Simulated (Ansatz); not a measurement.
A working Ansatz (a program for electronic structure) input for EuGa3Pd (Cmcm, 10 atoms in the cell) (DFT, PBEsol, plane waves, default PAW files made with PBE):

Ansatz 0.2 input:
```yaml
crystal:
  lattice:
    - [3.19491000, -5.16046500, 0.00000000]
    - [3.19491000, 5.16046500, 0.00000000]
    - [0.00000000, 0.00000000, 5.91718000]
  atoms:
    - { symbol: Eu, position: [0.23357000, 0.76643000, 0.75000000], spin: 7.0 }
    - { symbol: Eu, position: [0.76643000, 0.23357000, 0.25000000], spin: 7.0 }
    - { symbol: Ga, position: [0.66273000, 0.33727000, 0.75000000] }
    - { symbol: Ga, position: [0.33727000, 0.66273000, 0.25000000] }
    - { symbol: Ga, position: [0.71743000, 0.71743000, 0.00000000] }
    - { symbol: Ga, position: [0.28257000, 0.28257000, 0.00000000] }
    - { symbol: Ga, position: [0.28257000, 0.28257000, 0.50000000] }
    - { symbol: Ga, position: [0.71743000, 0.71743000, 0.50000000] }
    - { symbol: Pd, position: [0.90279000, 0.09721000, 0.75000000] }
    - { symbol: Pd, position: [0.09721000, 0.90279000, 0.25000000] }
basis:
  ecutwfc: 30.9 Ry
kpoints:
  mp_grid: { grid: [5, 5, 5] }
hamiltonian:
  xc: pbesol
  pseudopotentials: { kind: paw }
magnetization:
  spin_polarized: true
scf:
  occupations: { method: methfessel_paxton, width: 0.0073 Ry }
output:
  forces: true
  eigenvalues: true
  stress: true
```

The run converged in 18 iterations: free energy E − TS (on the zero of these files) -53608.3738 eV; Fermi level (on the code's own zero) 12.50 eV; pressure -2.55 GPa; largest force (vector length) 0.166 eV/Å; size of the cell's spin moment 13.70 μB. Each of these slips is then made, one at a time:

(1)
fractional positions typed under position_ang

(2)
```diff
+  max_iter: 3
```

Problem. What happens in each case?

Solution. 
(1) Fractional and Cartesian coordinates mixed up. The program stopped before any SCF iteration.
```
SCF: the overlap matrix is not positive definite, so this SCF or pass stopped before solving anything: energies and bands computed with it would not be physical. With PAW pseudopotential files every eigenvalue of that matrix must be above 0; at 63 of 63 k-points the lowest is not, and the worst, at k-point 60 (counted from zero), is -1.4e-1 (as com [...]
```

(2) An iteration limit that is too low. The run ended unconverged after 3 iterations.
```
did not converge after 3 iterations: onsite_residual = 2.86e1 (threshold 1.00e-7), under the density mixer `msr1`, which `scf.mixing.algorithm: auto` chose by the deck's other keys (type `scf.mixing.algorithm: msr1` to keep it); raise `scf.max_iter`, which need not help a stalled SCF, or adjust the mixing (`scf.mixing`) or, under a smearing, its wi [...]
```

The starting cell comes from a database of computed structures (which also holds hypothetical and non-ambient phases and stackings), without a prior relaxation at this level. The magnetic order is the one reached from the typed start; others were not searched systematically. With U or open f shells several self-consistent states can exist. The f electrons are in the valence without U or exact exchange, which can misplace them near the Fermi level. Spin-orbit terms, which matter for f shells, are left out. Ansatz's pressure includes its estimate of the finite-basis (Pulay) stress.

Left out of this page: 1 run of the series stopped by limits of time or memory; 3 runs of the series with a known weakness of the program.
